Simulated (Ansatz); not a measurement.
CsCl-type CoAl, treated with r²SCAN-D4 (plane waves, PAW; Ansatz, a program for electronic structure).

Settings: plane-wave cutoff 560 eV, 20×20×20 k mesh, Fermi–Dirac smearing 0.05 eV, no spin polarisation, scalar-relativistic PAW data made under PBE.

Pressure at four volumes; x = ln(V/11.149 Å³). One pressure is withheld.

```tsv
V (Å³/atom)	x	P (GPa)
10.480	-0.0619	14.28
11.149	0.0000	-0.01
11.595	0.0392	-7.33
11.818	0.0583	?
```

Task: Pass a parabola P(x) through the three rows shown, estimate the bulk modulus and its pressure derivative near zero pressure, and predict the withheld pressure.

Result: Slopes between the rows: (-0.01 − (14.28))/(0.0000 − (-0.0619)) = -230.86 and (-7.33 − (-0.01))/(0.0392 − (0.0000)) = -186.73 GPa. Their difference over the span 0.1011 is c = 44.13/0.1011 = 436.5 GPa, so P(x) = 14.28 + (-230.86)(x − (-0.0619)) + 436.5 (x − (-0.0619))(x − (0.0000)). At the middle row B = −dP/dx = −[-230.86 + 436.5 × 0.0619] = 203.8 GPa, and B′ = dB/dP = 2c/B = 4.3. At x = 0.0583 the parabola gives -10.41 GPa; the run gives -10.46 GPa. The Birch–Murnaghan fit to the energies at all volumes has B0 = 203 GPa and B′ = 4.2.

Measured, for comparison: bulk modulus 162 GPa (room temperature, not corrected to a static lattice; as tabulated in Yamada et al. (2019), arXiv:1910.09660). Computed (rounded) less measured: bulk modulus +25 %.
